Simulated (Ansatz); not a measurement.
Structures of equal composition on the (111) surface of germanium: Si on all surface atoms, H on every dangling bond; Si on all atoms bonded under the surface atoms, H on every dangling bond. The slabs share one bottom face, and each structure is named by its start. These are constructed structures in small cells; real faces may alloy, dewet or reconstruct in larger ones, and not all known structures of the face are among them. Slabs of about 15 Å with all that they carry, Fermi-Dirac smearing of 0.025 eV. Bottom of the slabs: built like the top, H on every dangling bond, free. Relaxed from the named starts with such symmetry as they have, on meshes of like density; energies extrapolated to zero smearing; no spin-orbit coupling, no U. Spin-polarised runs, if any, are marked in brackets, and their order is one that fits the cell; the others ran without spin. Where a second, spin-polarised start was run, the lower counts.

These are PBE (plane waves to 420 eV, PAW; Ansatz, a first-principles code) values and carry that method's errors.

**Question.** Order them by energy per 1x1 cell (lowest first) at the level PBE.

**Answer.** Si on all surface atoms, H on every dangling bond (0.000 eV), Si on all atoms bonded under the surface atoms, H on every dangling bond (0.128 eV)
